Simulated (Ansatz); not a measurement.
The reference is ZnSnO$_{3}$ (space group R3c, No. 161; a = 5.342 Å, c = 14.209 Å (hexagonal axes)).

(Cell as relaxed with PBE.)

Levels (all Ansatz, a quantum-chemistry and plane-wave program, PAW): PBE (420 eV, spin-orbit coupling left out); PBEsol (420 eV, no SOC).

Each level relaxes its own structure.

| quantity | PBE | PBEsol |
|---|---|---|
| volume per atom | 11.70 Å³ | 11.27 Å³ |
| lattice parameter a | 5.342 Å | 5.278 Å |
| lattice parameter c | 14.209 Å | 14.010 Å |
| band gap | 1.10 eV | 1.25 eV |
| gap character | direct at Γ | direct at Γ |

PBE's volume per atom lies 0.437 Å³ above PBEsol's (3.9 %); PBE's lattice parameter a lies 0.064 Å above PBEsol's (1.2 %); PBE's lattice parameter c lies 0.199 Å above PBEsol's (1.4 %); PBE's band gap lies 0.15 eV below PBEsol's; the two agree on the gap character. Neither level is exact; PBEsol is the comparison here, not a measurement.

Whether these cells are dynamically stable was not tested.
